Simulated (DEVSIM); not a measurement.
Structure: Si p-i-n diode, at 300 K.

| layer (left to right) | material | thickness (μm) | Nd (cm⁻³) | Na (cm⁻³) | τn (s) | τp (s) |
|---|---|---|---|---|---|---|
| 1 | Si | 0.110 | - | 1.5e19 | 3.7e-6 | 3.7e-6 |
| 2 | Si | 7.50 | 1.7e11 | - | 3.7e-6 | 3.7e-6 |
| 3 | Si | 1.60 | 1.8e18 | - | 3.7e-6 | 3.7e-6 |

Left contact: ohmic. Right contact: ohmic. Voltage is applied to the left contact. Recombination: SRH at mid-gap, radiative, Auger. Mobility is constant in doping.

The device is made up for the run: typed textbook-type constants, with dimensions and the other settings drawn at random. Values at 300 K.

```csv
parameter,Si
gap (eV),1.124
affinity (eV),4.05
permittivity,11.7
Nc (cm⁻³),2.86e19
Nv (cm⁻³),3.1e19
μn (cm²/Vs),1417
μp (cm²/Vs),470
B (cm³/s),4.7e-15
Cn (cm⁶/s),2.8e-31
Cp (cm⁶/s),9.9e-32
```

Simulated with DEVSIM: 1D drift-diffusion, Boltzmann statistics, complete ionisation; no tunnelling, impact ionisation, image-force lowering or self-heating.

The thickness of layer 1 was swept, all else fixed.

```tsv
thickness of layer 1 (μm)	dark forward voltage at 1 A/cm² (V)	dark forward voltage at 100 A/cm² (V)
0.022	[?]	[?]
0.038	0.648	0.777
0.066	0.661	0.788
0.11	0.671	0.797
0.19	0.682	0.808
0.33	0.691	0.817
0.55	0.699	0.825
```

Problem. Fill in the missing entries.

Solution. 
- 0.022, dark forward voltage at 1 A/cm² (V): 0.635
- 0.022, dark forward voltage at 100 A/cm² (V): 0.766
